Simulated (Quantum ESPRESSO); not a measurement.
A working Quantum ESPRESSO input for Al₂O₃ (R-3c, 10 atoms in the cell) (DFT, PBE, plane waves, PseudoDojo standard norm-conserving (PBE) pseudopotentials):

```fortran
&CONTROL
   calculation = 'scf'
   prefix = 'Al2O3'
   outdir = './work'
   pseudo_dir = './'
   tprnfor = .true.
   tstress = .true.
/
&SYSTEM
   ibrav = 5
   celldm(1) = 9.863195848
   celldm(4) = 0.56942813651
   nat = 10
   ntyp = 2
   ecutwfc = 85
   occupations = 'fixed'
   nbnd = 30
/
&ELECTRONS
   conv_thr = 1e-8
/
ATOMIC_SPECIES
Al    26.9815  Al.upf
O     15.9990  O.upf
ATOMIC_POSITIONS {crystal}
Al    0.147900000    0.147900000    0.147900000
Al    0.852100000    0.852100000    0.852100000
Al    0.352100000    0.352100000    0.352100000
Al    0.647900000    0.647900000    0.647900000
O     0.943860000    0.556140000    0.250000000
O     0.056140000    0.443860000    0.750000000
O     0.250000000    0.943860000    0.556140000
O     0.750000000    0.056140000    0.443860000
O     0.556140000    0.250000000    0.943860000
O     0.443860000    0.750000000    0.056140000
K_POINTS {automatic}
4 4 4  0 0 0
```

The run converged in 11 iterations: free energy E − TS -2969.3088 eV; top of the valence band (on the code's own zero) 7.06 eV; gap on the k-point mesh 5.63 eV; pressure -5.91 GPa; largest force (vector length) 0.037 eV/Å. Each of these slips is then made, one at a time:

(1)
```diff
-   nbnd = 30
+   nbnd = 31
+   tot_charge = -1
```

(2)
```diff
-   ecutwfc = 85
+   ecutwfc = 26
```

(3)
```diff
+CELL_PARAMETERS {angstrom}
+    2.42173500    -1.39818900     4.40706000
+    0.00000000     2.79637900     4.40706000
+   -2.42173500    -1.39818900     4.40706000
```

Task: How does each altered input end?

Result: 
(1) An unintended net charge. The program stopped with an error at about iteration 1.
```
Error in routine electrons (1):
charge is wrong: smearing is needed
```

(2) A basis or grid far too coarse for these potentials. The run converged in 8 iterations without an error; against the sound input the free energy rises by 6.49 eV/atom, the pressure goes from -5.91 to -178.2 GPa, the largest force goes from 0.037 to 0.442 eV/Å and the gap on the mesh goes from 5.635 to 3.763 eV.

(3) The cell or its scale given twice. The program stopped before any SCF iteration.
```
Error in routine cell_base_init (2):
redundant data for cell parameters
```

The starting cell comes from a database of computed structures (which also holds hypothetical and non-ambient phases and stackings), without a prior relaxation at this level. Its lattice was rescaled by a random factor within 2.5 % of one. In the base run, with a pressure of about -6 GPa the cell is away from its equilibrium volume at this level.

Left out of this page: 4 runs of the series outside the window shown, repeating another row's setting, or not comparable.
